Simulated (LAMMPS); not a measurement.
MD of Ge (diamond structure) at zero pressure over temperature, 216 atoms; each row names its start.

Computed with MD with a machine-learned potential, pair style snap, file Ge_Zuo_JPCA2020.quadratic.snap, run in LAMMPS.

```tsv
T (K), start	state	volume	enthalpy	first peak of g(r)	coordination number
100, crystal	crystal; no diffusion seen in 15 ps	24.1407 ± 0.0007 Å³/atom	-4.4672 ± 0.0002 eV/atom	2.50 Å, height 14.8	4.00 (counted to 3.26 Å)
200, crystal	crystal; no diffusion seen in 15 ps	24.2347 ± 0.0008 Å³/atom	-4.4404 ± 0.0002 eV/atom	2.50 Å, height 10.1	4.00 (counted to 3.26 Å)
300, crystal	crystal; no diffusion seen in 15 ps	24.354 ± 0.002 Å³/atom	-4.4134 ± 0.0004 eV/atom	2.51 Å, height 8.6	4.00 (counted to 3.30 Å)
540, crystal	crystal; no diffusion seen in 15 ps	24.761 ± 0.005 Å³/atom	-4.3427 ± 0.0004 eV/atom	2.51 Å, height 6.1	4.00 (counted to 3.26 Å)
730, crystal	crystal; no diffusion seen in 15 ps	25.31 ± 0.01 Å³/atom	-4.2788 ± 0.0008 eV/atom	2.53 Å, height 5.2	4.00 (counted to 3.26 Å)
```

Measured linear expansion coefficient: 5.700 1e-6/K at 293 K (Kaye and Laby Online (NPL), 2.3.5 Thermal expansion).

Measured melting point: 1211 K (Wikipedia, Melting points of the elements (data page)).

Caution: with SNAP Ge_Zuo_JPCA2020.quadratic.snap the 0 K volume of this crystal is 7 % off the measured one.

Caution (row 730, crystal): a run this short can hold a crystal over, or a liquid under, the potential's own melting point, which these runs don't give.

From the crystal rows between 100 and 300 K, estimate the mean linear expansion coefficient and the heat capacity. The slope of ln V over three gives 15 × 10^-6 /K, and dH/dT = 3.1 kB/atom. Nuclei are classical here, so the heat capacity stays near 3 kB/atom, where a real crystal's falls off below its Debye temperature.

States go by the mean squared displacement: a species diffuses where it passes 1.5 Å², still rises and gives D over 1e-6 cm²/s; a crystal has left its structure where atoms lie 0.35 Å off their sites on average or a cubic box changes its shape by 3 %, or the axial ratios of another lie 8 % off the starting cell's, which the potential's own relaxation can also do.

Uncertainties are statistical and leave out the potential's own error.
